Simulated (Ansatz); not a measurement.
Output of an Ansatz run (abridged):

```
WARN the atoms were moved onto the symmetric positions of the space group found under crystal.symmetry.tolerance 1.0e-5 (fractional …
WARN ansatz: RAYON_NUM_THREADS=1 ignored (pool sized by the plan → 1); use --threads N
Pseudopotentials: kind: paw
Pseudopotential: Zr, paw, valence charge 12
Pseudopotential: Sc, paw, valence charge 11
Crystal: 2 atoms, lattice volume = 48.838 Å³
Basis set: ecut = 420 eV, 965 PW (Γ)
Bands: 16, of which v1, the nominal top of the filled ones, is band 12 counted from 1 (11 counted from 0)
Symmetry: 6 space group operations
Space group: P3m1 (ITA 156), of the structure as read, at distance tolerance 3.7e-5 Å
k-points: 94 of 847 (time reversal used)
PAW frozen core: Zr, regenerated for the run's functional, and the local potential with it
PAW frozen core: Sc, regenerated for the run's functional, and the local potential with it
Initial density: superposition of atomic densities (neutral atoms: chi_scale 0, normalization atom), corrected by the library's trained network
Initial wavefunctions: pseudopotential atomic-orbital guess
Eigensolver: davidson
Functional: x = slater, c = lda
SCF iter   1: F=—  HF=-6166.407233 eV  |F-HF|=—  |Δ(HF+E_count)|=         —  Δρ=5.05e-3  dr2=4.83e-3  ethr=1.77e-3  ⟨swp⟩=4.2  Hψ=6245  notcnv=0
all-band conjugate gradients solve this SCF's bands
preconditioner: auto → none
SCF iter   2: F=—  HF=-6166.406545 eV  |F-HF|=—  |Δ(HF+E_count)|=   6.88e-4  Δρ=2.85e-3  dr2=2.07e-3  ethr=2.10e-5  ⟨swp⟩=1.3  Hψ=2588  notcnv=0
SCF iter   3: F=—  HF=-6166.406634 eV  |F-HF|=—  |Δ(HF+E_count)|=   8.91e-5  Δρ=4.58e-4  dr2=2.69e-4  ethr=8.99e-6  ⟨swp⟩=2.8  Hψ=2515  notcnv=0
SCF iter   4: F=—  HF=-6166.406632 eV  |F-HF|=—  |Δ(HF+E_count)|=   1.32e-6  Δρ=3.12e-4  dr2=2.35e-4  ethr=1.17e-6  ⟨swp⟩=2.3  Hψ=2120  notcnv=0
SCF iter   5: F=—  HF=-6166.406601 eV  |F-HF|=—  |Δ(HF+E_count)|=   3.17e-5  Δρ=1.25e-4  dr2=3.58e-5  ethr=1.02e-6  ⟨swp⟩=1.7  Hψ=1705  notcnv=0
SCF iter   6: F=—  HF=-6166.406597 eV  |F-HF|=—  |Δ(HF+E_count)|=   3.89e-6  Δρ=3.44e-5  dr2=1.76e-6  ethr=1.56e-7  ⟨swp⟩=1.1  Hψ=1516  notcnv=0
SCF iter   7: F=-6166.406597 eV  HF=-6166.406597 eV  |F-HF|=4.00e-8  |Δ(HF+E_count)|=   3.27e-7  Δρ=8.90e-6  dr2=6.28e-8  ethr=4.35e-10  ⟨swp⟩=3.0  Hψ=5508  notcnv=0
SCF 1 converged in 7 iterations: F = -6166.406597 eV  dr2 = 6.28e-8
SCF converged after 7 iterations
Free energy (F): -6166.406597 eV
Harris-Foulkes:  -6166.406597 eV  (|F-HF|=4.00e-8)
Internal energy: -6166.305246 eV  (E = F + TS)
E sigma→0 (E₀):  -6166.355921 eV
Entropy (-TS):   -0.101351 eV (-50.675 meV/atom)
Fermi energy:    10.930488 eV
--- Per-component energies (eV) ---
  E_band       = -279.023899
  E_kinetic    = 591.294839
  E_local      = -1500.646664  (includes V_loc(G=0)·N_el)
  E_nonlocal   = 171.546069
  E_hartree    = 488.352475
  E_xc         = -262.056883
  E_vxc        = -317.149142  (∫ρ·V_xc dr)
  E_paw        = -3759.167021  (= ΣΔE_a)
  E_vpaw       = -200.769808  (= ΣTr[D̂ρ^β])
  E_aug_tail   = 0.000033  (compensation charges beyond the density's cutoff)
  E_ewald      = -1896.303417
  E_core_change = 0.675324  (= ΣΔE_core)
  E_smearing   = -0.101351  (= −TS)
  E_closure    = -0.000000  (closes the sum)
  Σ components = -6166.406597   (vs F -6166.406597, Δ=0.00e0)
--- Forces (eV/Å), atoms counted from 1 ---
  atom   1  Zr    -0.00000000    -0.00000000    -0.10050769
  atom   2  Sc     0.00000000     0.00000000     0.10054078
  max |Σ_I F_I| component: 3.31e-5 eV/Å
--- Stress (GPa, compression-positive) ---
       -7.367412      -0.000000      -0.000000
       -0.000000      -7.367412       0.000000
       -0.000000       0.000000      -6.723479
  P = ⅓ Tr σ = -7.1528 GPa (-71.528 kbar)
  The stress holds the Pulay correction. Without it, at fixed plane waves, as pw.x and ABINIT print it: P = -7.1625 GPa
--- Band table (eV; the first three rows and the last of 94) ---
  k-point 0: bands = ["-37.8885", "-37.6469", "-16.8937", "-16.6393", "-16.6393", "-15.6904", "-15.4039", "-15.4039", "5.7004", "8.6847", "11.9191", "12.1286", "12.1286", "12.5433", "12.8300", "12.8300"]
  k-point 1: bands = ["-37.8865", "-37.6490", "-16.8787", "-16.6389", "-16.6389", "-15.7084", "-15.4042", "-15.4042", "5.8502", "8.6117", "11.6850", "12.0582", "12.0582", "12.4495", "12.7268", "12.7268"]
  k-point 2: bands = ["-37.8820", "-37.6537", "-16.8432", "-16.6382", "-16.6382", "-15.7507", "-15.4051", "-15.4051", "6.2783", "8.3112", "11.3026", "11.9628", "11.9628", "12.2116", "12.5123", "12.5123"]
  k-point 93: bands = ["-37.8364", "-37.5855", "-16.8818", "-16.8138", "-16.7934", "-15.8250", "-15.7220", "-15.6638", "9.6717", "10.0723", "10.4015", "10.6586", "11.0435", "11.3595", "13.0237", "13.4518"]
```

The structure:

```
CELL_PARAMETERS angstrom
      3.29926     0.00000     0.00000
     -1.64963     2.85725     0.00000
      0.00000     0.00000     5.18079
ATOMIC_POSITIONS crystal
  Zr 0.66667 0.33333 0.00965
  Sc 0.00000 0.00000 0.50000
```

Question: Write an input that gives this output.

Answer: Other spellings and defaults could give the same log, and not every line can be read from it. The input that was run (DFT, LDA (PW92), plane waves, default PAW files made with PBE):

Ansatz 0.2 input:
```yaml
crystal:
  lattice:
    - [3.299264, 0.000000, 0.000000]
    - [-1.649632, 2.857246, 0.000000]
    - [0.000000, 0.000000, 5.180785]
  atoms:
    - { symbol: Zr, position_ang: [1.649634, 0.952414, 0.050000] }
    - { symbol: Sc, position_ang: [0.000000, 0.000000, 2.590393] }
basis:
  ecutwfc: 420.0
kpoints:
  mp_grid:
    grid: [11, 11, 7]
hamiltonian:
  xc: lda
  pseudopotentials:
    kind: paw
scf:
  occupations:
    method: fermi_dirac
    width: 0.1
output:
  forces: true
  eigenvalues: true
  stress: true
```

The starting cell comes from a database of computed structures (which also holds hypothetical and non-ambient phases and stackings), without a prior relaxation at this level. Its lattice was rescaled by up to half a per cent. One atom was moved a little off its site on purpose. With a pressure of about -7 GPa the cell is away from its equilibrium volume at this level. Ansatz's pressure includes its estimate of the finite-basis (Pulay) stress.

Ansatz is a program for electronic structure.
